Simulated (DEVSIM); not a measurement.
Structure: Schottky contact on n-type Si, at 250 K.

```tsv
layer (left to right)	material	thickness (μm)	Nd (cm⁻³)	τn (s)	τp (s)
1	Si	1.70	2.6e16	3.7e-5	3.7e-5
```

Left contact: Schottky, work function 4.49 eV, emission velocity 7.6e6 cm/s. Right contact: ohmic. Voltage is applied to the left contact. Recombination: SRH at mid-gap, Auger. Gap narrowing is on: ΔEg = 6.92 meV × (l + √(l² + 0.5)), l = ln(N/1.3e17 cm⁻³), shared equally by both band edges. Mobility is μmin + (μ − μmin)/(1 + (N/Nref)^α).

Constants are typed, rounded textbook-type inputs, not results; the design itself was drawn at random and stands for no fabricated device. Values at 300 K; Nc and Nv go as T^1.5, mobilities as T to minus their exponent, the gap by Varshni's rule with the affinity fixed.

| parameter | Si |
|---|---|
| gap (eV) | 1.124 |
| affinity (eV) | 4.05 |
| permittivity | 11.7 |
| Nc (cm⁻³) | 2.86e19 |
| Nv (cm⁻³) | 3.1e19 |
| μn (cm²/Vs) | 1417 |
| μp (cm²/Vs) | 470 |
| μn,min | 52 |
| μp,min | 45 |
| Nref,n | 9.7e16 |
| Nref,p | 2.2e17 |
| αn | 0.68 |
| αp | 0.72 |
| T exponent of μn | 2.3 |
| T exponent of μp | 2.2 |
| Cn (cm⁶/s) | 2.8e-31 |
| Cp (cm⁶/s) | 9.9e-32 |
| Varshni α (eV/K) | 0.000473 |
| Varshni β (K) | 636 |

Simulated with DEVSIM: 1D drift-diffusion, Boltzmann statistics, complete ionisation; no tunnelling, impact ionisation, image-force lowering or self-heating. Metal contacts follow the ideal Schottky-Mott rule: no Fermi-level pinning, no interface dipoles.

**Question.** Tabulate band edges, carrier densities and field at zero bias.

**Answer.** Energies count from the Fermi level of the right contact; mesh points crowd at the junctions.

| x (μm) | Ec (eV) | Ev (eV) | n (cm⁻³) | p (cm⁻³) | field (V/cm) |
|---|---|---|---|---|---|
| 0.000 | 0.439 | -0.696 | 3.0e10 | 220000 | -47000 |
| 0.009229 | 0.398 | -0.737 | 2.1e11 | 33000 | -43000 |
| 0.02190 | 0.346 | -0.789 | 2.3e12 | 3000 | -38000 |
| 0.03682 | 0.294 | -0.841 | 2.5e13 | 260 | -32000 |
| 0.07046 | 0.209 | -0.926 | 1.3e15 | < 1e2 | -19000 |
| 0.1060 | 0.164 | -0.971 | 1.1e16 | < 1e2 | -7300 |
| 0.1548 | 0.148 | -0.987 | 2.3e16 | < 1e2 | -1100 |
| 0.2421 | 0.145 | -0.990 | 2.6e16 | < 1e2 | -28 |
| 0.3417 | 0.145 | -0.990 | 2.6e16 | < 1e2 | ≈ 0 |
| 0.4784 | 0.145 | -0.990 | 2.6e16 | < 1e2 | ≈ 0 |
| 0.6394 | 0.145 | -0.990 | 2.6e16 | < 1e2 | ≈ 0 |
| 0.9783 | 0.145 | -0.990 | 2.6e16 | < 1e2 | ≈ 0 |
| 1.181 | 0.145 | -0.990 | 2.6e16 | < 1e2 | ≈ 0 |
| 1.329 | 0.145 | -0.990 | 2.6e16 | < 1e2 | ≈ 0 |
| 1.458 | 0.145 | -0.990 | 2.6e16 | < 1e2 | ≈ 0 |
| 1.531 | 0.145 | -0.990 | 2.6e16 | < 1e2 | ≈ 0 |
| 1.583 | 0.145 | -0.990 | 2.6e16 | < 1e2 | ≈ 0 |
| 1.618 | 0.145 | -0.990 | 2.6e16 | < 1e2 | ≈ 0 |
| 1.656 | 0.145 | -0.990 | 2.6e16 | < 1e2 | ≈ 0 |
| 1.674 | 0.145 | -0.990 | 2.6e16 | < 1e2 | ≈ 0 |
| 1.688 | 0.145 | -0.990 | 2.6e16 | < 1e2 | ≈ 0 |
| 1.700 | 0.145 | -0.990 | 2.6e16 | < 1e2 | ≈ 0 |
